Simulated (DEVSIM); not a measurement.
Structure: abrupt GaAs n-p junction, at 250 K.

| layer (left to right) | material | thickness (μm) | Nd (cm⁻³) | Na (cm⁻³) | τn (s) | τp (s) |
|---|---|---|---|---|---|---|
| 1 | GaAs | 2.60 | 5.7e15 | - | 3.7e-10 | 3.7e-10 |
| 2 | GaAs | 1.60 | - | 3.6e15 | 3.7e-10 | 3.7e-10 |

Left contact: ohmic. Right contact: ohmic. Voltage is applied to the left contact. Recombination: SRH at mid-gap, Auger. Mobility is μmin + (μ − μmin)/(1 + (N/Nref)^α).

Constants are typed, rounded textbook-type inputs, not results; the design itself was drawn at random and stands for no fabricated device. Values at 300 K; Nc and Nv go as T^1.5, mobilities as T to minus their exponent, the gap by Varshni's rule with the affinity fixed.

| parameter | GaAs |
|---|---|
| gap (eV) | 1.424 |
| affinity (eV) | 4.07 |
| permittivity | 12.9 |
| Nc (cm⁻³) | 4.7e17 |
| Nv (cm⁻³) | 9e18 |
| μn (cm²/Vs) | 8500 |
| μp (cm²/Vs) | 400 |
| μn,min | 500 |
| μp,min | 20 |
| Nref,n | 6e16 |
| Nref,p | 1.5e17 |
| αn | 0.39 |
| αp | 0.38 |
| T exponent of μn | 2.1 |
| T exponent of μp | 2.2 |
| Cn (cm⁶/s) | 1e-30 |
| Cp (cm⁶/s) | 1e-30 |
| Varshni α (eV/K) | 0.000541 |
| Varshni β (K) | 204 |

DEVSIM, 1D drift-diffusion, Boltzmann statistics, complete ionisation; no tunnelling, impact ionisation, image-force lowering or self-heating.

**Question.** Tabulate band edges, carrier densities and field at 2.0 V on the left contact.

**Answer.** Energies count from the Fermi level of the right contact; mesh points crowd at the junctions.

```tsv
x (μm)	Ec (eV)	Ev (eV)	n (cm⁻³)	p (cm⁻³)	field (V/cm)
0.000	-1.911	-3.357	5.7e15	< 1e2	≈ 0
0.02198	-1.911	-3.357	5.7e15	< 1e2	≈ 0
0.06729	-1.911	-3.357	5.7e15	< 1e2	≈ 0
0.1497	-1.911	-3.357	5.7e15	< 1e2	≈ 0
0.3959	-1.911	-3.357	5.7e15	< 1e2	≈ 0
0.8061	-1.911	-3.357	5.7e15	< 1e2	≈ 0
1.496	-1.911	-3.357	5.7e15	< 1e2	≈ 0
2.157	-1.841	-3.288	2.3e14	< 1e2	8800
2.378	-1.452	-2.898	3200000	< 1e2	26000
2.500	-1.071	-2.517	< 1e2	< 1e2	36000
2.559	-0.843	-2.290	< 1e2	< 1e2	41000
2.597	-0.680	-2.126	< 1e2	< 1e2	44000
2.618	-0.588	-2.034	< 1e2	< 1e2	43000
2.656	-0.427	-1.873	< 1e2	< 1e2	41000
2.769	0.007	-1.440	< 1e2	< 1e2	36000
2.941	0.543	-0.904	< 1e2	< 1e2	27000
3.291	1.177	-0.269	< 1e2	2.6e13	9300
3.712	1.283	-0.163	< 1e2	3.5e15	59
4.010	1.284	-0.163	< 1e2	3.6e15	≈ 0
4.115	1.284	-0.163	< 1e2	3.6e15	≈ 0
4.167	1.284	-0.163	< 1e2	3.6e15	≈ 0
4.200	1.284	-0.163	< 1e2	3.6e15	≈ 0
```
